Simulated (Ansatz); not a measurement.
PtSe2: pressure series

Base system: PtSe$_{2}$ in the CdI2 type structure (space group P-3m1, No. 164; layered).

```yaml
crystal:
  lattice:
    - [3.77238, 0.00000, 0.00000]
    - [-1.88619, 3.26698, 0.00000]
    - [0.00000, 0.00000, 4.81834]
  atoms:
    - { symbol: Pt, position: [0.00000, 0.00000, 0.00000] }
    - { symbol: Se, position: [0.66667, 0.33333, 0.26556] }
    - { symbol: Se, position: [0.33333, 0.66667, 0.73444] }
```

Cell and atoms are relaxed at each pressure.

Method: PBE-D3(BJ) in Ansatz (plane waves to 420 eV, PAW, spin-orbit coupling left out).

Notes on the quantities. enthalpy: H = E + PV relative to the base's energy.

| variant | lattice parameter a | enthalpy | c/a ratio |
|---|---|---|---|
| base | 3.772 Å | – | 1.277 |
| pressure −2 GPa | 3.782 Å | -0.25 eV/atom | 1.328 |
| pressure −1 GPa | 3.778 Å | -0.12 eV/atom | 1.297 |
| pressure 0.9 GPa | 3.767 Å | +0.11 eV/atom | 1.264 |
| pressure 2.1 GPa | 3.759 Å | +0.26 eV/atom | 1.251 |
| pressure 4.5 GPa | 3.745 Å | +0.54 eV/atom | 1.232 |
| pressure 9 GPa | 3.720 Å | +1.05 eV/atom | 1.207 |
| pressure 15 GPa | 3.691 Å | +1.71 eV/atom | 1.184 |
| pressure 22.5 GPa | 3.659 Å | +2.50 eV/atom | 1.164 |
| pressure 30 GPa | 3.632 Å | +3.25 eV/atom | 1.149 |

Load acts through the strain it causes; cell and atoms are relaxed under it. Stability against distortions was not tested. No other phases were tried under pressure. The final runs are not spin-polarised.

Ansatz is a first-principles code.
